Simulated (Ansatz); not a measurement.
**TmIn₃ (Pm-3m, No. 221)**

Computed with r²SCAN (Ansatz, a first-principles code, PAW).

Run with plane-wave cutoff 500 eV, 12×12×12 k mesh, Fermi–Dirac smearing 0.1 eV, spin-polarised start, scalar-relativistic PAW data made under PBE.

Cell (relaxed at this level):

```yaml
crystal:
  lattice:
    - [4.61299, 0.00000, 0.00000]
    - [0.00000, 4.61299, 0.00000]
    - [0.00000, 0.00000, 4.61299]
  atoms:
    - { symbol: Tm, position: [0.00000, 0.00000, 0.00000] }
    - { symbol: In, position: [0.50000, 0.00000, 0.50000] }
    - { symbol: In, position: [0.00000, 0.50000, 0.50000] }
    - { symbol: In, position: [0.50000, 0.50000, 0.00000] }
```

```yaml
volume_per_atom: 24.54 Å³/atom
lattice_constant_a: 4.613 Å
```

Note: the magnetic order was assumed, not searched for or taken from measurement; the 4f shell is treated without U or exact exchange, so its levels and filling can be wrong.

Spin–orbit coupling is not included.

Computed values are for the static lattice.
